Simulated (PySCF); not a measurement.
PySCF 2.14.0, R2SCAN/def2-tzvp, df: Ag(NH3)2 ([NH3]->[Ag+]<-[NH3]), charge +1, multiplicity 1, 9 atoms. The geometry is a generated start, not checked to be a minimum at this level.

```yaml
task: energy
method: r2scan
basis: def2-tzvp
two_electron_scheme: density fitting
mol.max_memory: 3000 MB
mf.max_cycle: 100
mf.init_guess: minao (default)
mf.DIIS: CDIIS (default)
mf.conv_tol: 1e-09 (default)
mf.grids.level: 3 (default)
effective_core_potentials: those of the basis set, past Kr
basis_functions: 138
grid_points: 109096
```

```xyz
9

Ag    -0.0105    -0.0051    -0.0095
N     -1.2485    -0.6744     1.7649
H     -1.6860     0.1068     2.2518
H     -0.6934    -1.1704     2.4610
H     -2.0050    -1.3038     1.4999
N      1.2478     0.6735    -1.7665
H      0.9997     1.6104    -2.0820
H      1.1539     0.0619    -2.5762
H      2.2421     0.7012    -1.5433
```

Charge 1 and multiplicity 1 are set for this test and not shown to be the ground state.

One run each on 2 threads, 1 BLAS thread. Values of diis_space tried: 3, 5, 8 (default), 12, 20.

Problem. Predict the course of the Fock builds along this series.

Solution. Fewest Fock builds, within one of each other: 5 with 14, 8 (default) with 14, 12 with 14, 20 with 14. The count rises to 31 at 3. All converge to one solution.

```
diis_space   Fock builds            end
-----------  -----------  -------------
3                     31  same solution
5                     14  same solution
8 (default)           14  same solution
12                    14  same solution
20                    14  same solution
```
